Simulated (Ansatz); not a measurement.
Levels about the gap of amorphous Ag$_{10}$Ge$_{14}$Se$_{32}$ (56 atoms in a cell of 1422 Å³, 5.40 g/cm³; zone centre alone, so wide bands show as single levels with stretches between that a denser mesh fills), at the geometry that PBE-D3(BJ) relaxed, where it gives 0.0 GPa on a denser mesh. The participation number counts the atoms over which a state spreads; weights are charges in smoothed Voronoi cells. The levels come from a single point, so bond lengths are those of that geometry. Method of the levels: PBE-D3(BJ), scalar-relativistic without spin-orbit coupling, PAW (Ansatz default set, large-core Se) (Ansatz, a quantum-chemistry and plane-wave program). Sampling: the zone centre alone; Fermi-Dirac width 0.05 eV; no spin polarisation.

A CHGNet melt-quench gave the starting glass, which DFT then relaxed. The hot cell started wider than the set density and was brought back towards it in steps. It is the lowest in DFT energy of 4 quenches. It is a model cell: composition and starting density were chosen by hand, and all elements were melted together. The geometry includes D3(BJ) dispersion. Its density started from a set value of 4.94 and ended at 5.40 g/cm³. The simulated quench (nominally 17 K/ps over its main leg) is rapid and tends to freeze in more defects than a deposited or slowly cooled glass has. A cell of this size samples the disorder only roughly. The volume was free in the relaxation, at fixed shape.

```
E - E(highest filled), eV  filling  participation number        largest on  weight Se  weight Ge  weight Ag
-------------------------  -------  --------------------  ----------------  ---------  ---------  ---------
-0.34                       filled                  27.3  Se, 3 neighbours       0.74       0.09       0.16
-0.31                       filled                  28.8  Se, 3 neighbours       0.73       0.14       0.13
-0.23                       filled                  25.6  Se, 3 neighbours       0.72       0.11       0.17
-0.10                       filled                  20.3  Se, 3 neighbours       0.73       0.08       0.20
-0.06                       filled                  27.5  Se, 3 neighbours       0.72       0.14       0.15
-0.02                       filled                  15.1  Se, 3 neighbours       0.67       0.11       0.23
0.00                        filled                  14.2  Se, 3 neighbours       0.67       0.12       0.21
0.73                         empty                  25.0  Se, 3 neighbours       0.68       0.24       0.09
0.90                         empty                  34.0  Se, 4 neighbours       0.63       0.26       0.10
1.17                         empty                  19.6  Ge, 4 neighbours       0.67       0.27       0.06
1.21                         empty                  40.3  Se, 3 neighbours       0.68       0.23       0.10
1.27                         empty                  30.2  Ge, 4 neighbours       0.67       0.27       0.06
1.29                         empty                  30.5  Se, 3 neighbours       0.67       0.24       0.08
1.46                         empty                  37.0  Se, 3 neighbours       0.65       0.27       0.08
```

Most localised among these is the filled level at +0.00 eV, on a Se atom, which has 3 neighbours (Ag 2.52 Å, Ag 2.54 Å, Ag 2.65 Å).
